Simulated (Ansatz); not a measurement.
Electron-phonon data for HfRh$_{3}$B (Pm-3m)

Here is the system:

```
CELL_PARAMETERS angstrom
      4.07849     0.00000     0.00000
      0.00000     4.07849     0.00000
      0.00000     0.00000     4.07849
ATOMIC_POSITIONS crystal
  Hf 0.00000 0.00000 0.00000
  B  0.50000 0.50000 0.50000
  Rh 0.00000 0.50000 0.50000
  Rh 0.50000 0.00000 0.50000
  Rh 0.50000 0.50000 0.00000
```

Method: PBEsol, DFPT electron-phonon coupling, linearised Boltzmann equation (plane waves, PAW, scalar-relativistic; Ansatz, an electronic-structure program). Geometry: relaxed with this functional, without spin-orbit coupling.

```json
{
  "resistivity at 800 K": "102 μΩ·cm",
  "density of states at the Fermi level": "0.024 states/(eV·spin·cell)",
  "Hall coefficient at 800 K": "-1620 ×10⁻¹¹ m³/C"
}
```

A metal at this level (no band gap). Only scattering by harmonic phonons is included (no impurities, grain boundaries, electron-electron scattering or thermal expansion). Spin-orbit coupling is left out, which matters with elements this heavy. Values near or above 100 μΩ·cm, or paths under about 2 nm, lie near resistivity saturation, where the Boltzmann equation overshoots. Few carriers conduct, so the values hang on small band overlaps. Halving the electron mesh (20x20x20) moves the resistivity by up to 3 % at 800 K. Smearing 0.20 eV; phonons on a 4x4x4 q mesh, which this run doesn't test.

Computed structure with no diffraction record at hand here (it may be known, metastable or hypothetical): HfRh3B (Pm-3m).
